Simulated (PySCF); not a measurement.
PySCF 2.14.0, B3LYP/def2-svpd: Al(Me)2(F) ([CH3][Al]([CH3])[F]), 10 atoms. The geometry is a generated start, not checked to be a minimum at this level.

| Item | Result |
|---|---|
| task | energy and gradient |
| method | b3lyp |
| basis | def2-svpd |
| mol.max_memory | 7000 MB |
| mf.init_guess | minao (default) |
| mf.DIIS | CDIIS (default) |
| mf.diis_space | 8 (default) |
| mf.conv_tol | 1e-09 (default) |
| mf.grids.level | 3 (default) |
| basis functions (reference run) | 135 |
| grid points (reference run) | 120528 |

```xyz
10

Al    -0.4213     0.3111    -0.3794
C      1.4055     0.0479    -1.1192
H      1.7836    -0.9594    -0.9298
H      2.1340     0.7353    -0.6813
H      1.4241     0.2113    -2.2016
C     -1.0999    -0.2718     1.3954
H     -1.6696    -1.2033     1.3312
H     -1.7699     0.4703     1.8385
H     -0.2861    -0.4490     2.1026
F     -1.5004     1.1077    -1.3565
```

The reference run uses exact four-centre integrals. One run each, on a shared machine, so no times are given.

Settings tried, all else as in the reference:
- density fitting
- density fitting of J alone, exact K
- density fitting, auxbasis = autoaux
- density fitting, auxbasis = def2-universal-jfit

Q: Sort the settings: which keep to the reference within 0.10 meV/atom in energy, 1.0 meV/Å in forces (largest component), and which don't?

A: Within it: density fitting, auxbasis = autoaux. Outside: density fitting; density fitting of J alone, exact K; density fitting, auxbasis = def2-universal-jfit.

```csv
setting,energy against the reference,difference in forces (largest component)
"density fitting, auxbasis = autoaux",−0.015 meV/atom,0.25 meV/Å
density fitting,−0.14 meV/atom,0.68 meV/Å
"density fitting of J alone, exact K",−0.24 meV/atom,0.70 meV/Å
"density fitting, auxbasis = def2-universal-jfit",+570 meV/atom,260 meV/Å
```

Total energies are compared; such shifts often cancel in part in energy differences. def2-universal-jfit is made for Coulomb alone and misses functions that exchange needs. Also tried and not ranked: density fitting, auxbasis = def2-universal-jkfit (same energy as a listed run); COSX exchange (sgx_fit, pjs) with fitted J, mf.with_df.grids_level_i = 1, mf.with_df.grids_level_f = 1 (gradient came out as NaN); COSX exchange (sgx_fit, pjs) with fitted J, mf.with_df.grids_level_i = 1, mf.with_df.grids_level_f = 2 (default) (gradient came out as NaN); COSX exchange (sgx_fit, pjs) with fitted J, mf.with_df.grids_level_i = 1, mf.with_df.grids_level_f = 3 (gradient came out as NaN); COSX exchange (sgx_fit, pjs) with fitted J, mf.with_df.grids_level_i = 1, mf.with_df.grids_level_f = 4 (gradient came out as NaN). The tolerance is a choice made for this comparison.
